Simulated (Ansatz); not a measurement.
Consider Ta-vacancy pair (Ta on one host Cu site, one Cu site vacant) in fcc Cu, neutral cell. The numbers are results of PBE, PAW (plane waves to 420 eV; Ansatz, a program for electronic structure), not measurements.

Settings: 32 host sites, the relaxed PBE lattice, a 2×2×2 k-point mesh shifted by half a step, smearing 0.10 eV, spin-restricted, no image-charge correction. Energies are static. Spin-orbit coupling is left out. Forms of the defect that were not tried may lie lower. The start lies 0.097 eV above the lowest site run (PBE).

Barriers: single points on a 4×4×4 k-point mesh shifted by half a step at the bands' geometries (they differ from the bands' own by up to 0.25 eV, and are uncertain by about as much).

The step: a nearby Cu atom hops onto the vacant site (Ta-vacancy distance between ideal sites 2.57 → 4.45 Å). Atoms about the jump, Cartesian Å from the middle of the jump, before and after:

```tsv
atom	x0	y0	z0	x1	y1	z1
Cu1	-0.88	0.86	-0.01	0.88	-0.86	0.01
Cu2	-0.88	-0.92	1.77	-0.91	-0.89	1.78
Cu3	-0.96	-0.89	-1.83	-0.94	-0.87	-1.81
Cu4	0.92	0.82	-1.78	0.90	0.89	-1.82
Cu5	0.92	0.86	1.77	0.90	0.89	1.79
Cu6	-2.71	-0.91	0.00	-2.69	-0.89	-0.01
Cu7	0.92	2.69	0.01	0.89	2.65	0.01
Cu8	-0.96	-2.73	0.02	-0.94	-2.74	0.02
Cu9	2.71	0.86	-0.01	2.74	0.89	-0.01
Cu10	-2.71	0.89	1.80	-2.70	0.89	1.78
Cu11	-0.89	2.69	-1.82	-0.93	2.66	-1.80
Cu12	-2.71	0.92	-1.83	-2.71	0.89	-1.82
Cu13	-0.89	2.69	1.80	-0.91	2.68	1.77
Ta14	0.92	-2.64	-1.74	0.89	-2.74	-1.81
Cu15	0.92	-2.69	1.73	0.91	-2.74	1.79
Cu16	2.71	-0.92	1.77	2.73	-0.91	1.79
Cu17	2.79	-0.88	-1.83	2.75	-0.89	-1.82
```

Question: Where do these atoms stand at the saddle point, and how high is it?

Answer: 
| atom | x | y | z |
|---|---|---|---|
| Cu1 | -0.12 | 0.04 | -0.03 |
| Cu2 | -0.93 | -0.96 | 1.96 |
| Cu3 | -1.01 | -0.92 | -2.00 |
| Cu4 | 0.97 | 0.89 | -1.95 |
| Cu5 | 0.95 | 0.91 | 1.91 |
| Cu6 | -2.64 | -0.86 | 0.00 |
| Cu7 | 0.88 | 2.62 | 0.01 |
| Cu8 | -0.97 | -2.68 | 0.05 |
| Cu9 | 2.66 | 0.85 | -0.01 |
| Cu10 | -2.69 | 0.89 | 1.76 |
| Cu11 | -0.89 | 2.66 | -1.76 |
| Cu12 | -2.70 | 0.92 | -1.79 |
| Cu13 | -0.89 | 2.68 | 1.76 |
| Ta14 | 0.90 | -2.63 | -1.69 |
| Cu15 | 0.92 | -2.70 | 1.70 |
| Cu16 | 2.71 | -0.92 | 1.74 |
| Cu17 | 2.80 | -0.88 | -1.79 |
It lies 0.63 eV above the start and 0.73 eV above the end. The saddle point's order was not checked.
